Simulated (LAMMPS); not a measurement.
LAMMPS 22 Jul 2025, classical MD, analytic bond-order potential (GaAs.bop.table): GaAs, 21952 atoms.

- task: MD, nve
- potential: analytic bond-order potential, GaAs.bop.table
- copies of the repeat unit: 14×14×14
- shape (slab and sphere leave vacuum in the box): bulk
- temperature: 800 K
- steps: 150
- timestep: 1 fs
- neighbor skin: 2 Å
- neigh_modify: every 1 delay 0 check yes
- thermo: 100
- newton: on (default)
- atom_modify sort (bins of 2 Å where set): 1000 (default)
- comm_style: brick (default)
- box: 79.1 × 79.1 × 79.1 Å
- start: generated zinc blende lattice, warmed in an untimed run
- compared values: energy and forces of the first step, drift over the run

Machine: one whole node, Arm Neoverse V2, 96 cores on 1 socket, no SMT, 1 L3 cache group.

Times are wall-clock medians of two to five runs, from launch to exit, with nothing else on the machine. Unless noted, each process is bound to its own block of adjacent cores. The times hold for this build (PyPI wheel: MPICH, OPENMP and OPT packages). Scratch files lie in a memory file system. A preparatory run goes ahead and isn't timed.

Measured:

| cores | layout | wall time |
|---|---|---|
| 2 | 2 ranks | 6.09 s |
| 8 | 8 ranks | 1.86 s |
| 16 | 16 ranks | 1.14 s |
| 32 | 32 ranks | 0.756 s |
| 48 | 48 ranks | 0.640 s |
| 64 | 64 ranks | 0.601 s |

Take a serial part s and a parallel part w, T = s + w/p on p cores. What does the fit give for 4 ranks and for 88 ranks, and what is measured?

A fit of relative deviations gives s = 0.411 s and w = 11.4 core-seconds; it misses the rows shown by at most 2 %.

```tsv
cores	layout	fit	measured	measured against fit
4	4 ranks	3.27 s	3.32 s	+1 %
88	88 ranks	0.541 s	0.639 s	+18 %
```

The fit holds no term that grows with the count of cores, while set-up, start and exit outside the loop rises from 0.25 s on 64 cores to 0.31 s on 88.

Efficiency, counted from 2 cores, is near one half at 32 cores. The time no longer falls beyond 48 cores (0.64 s; the least measured is 0.60 s on 64, level within 8 % or the scatter of repeats). The share that grows most is that of set-up, start and exit outside the loop: from 3.4 % of the time on 2 cores to 48 % on 88. The largest part on 88 cores, set-up, start and exit outside the loop, takes 0.21 s on 2 and 0.31 s there.
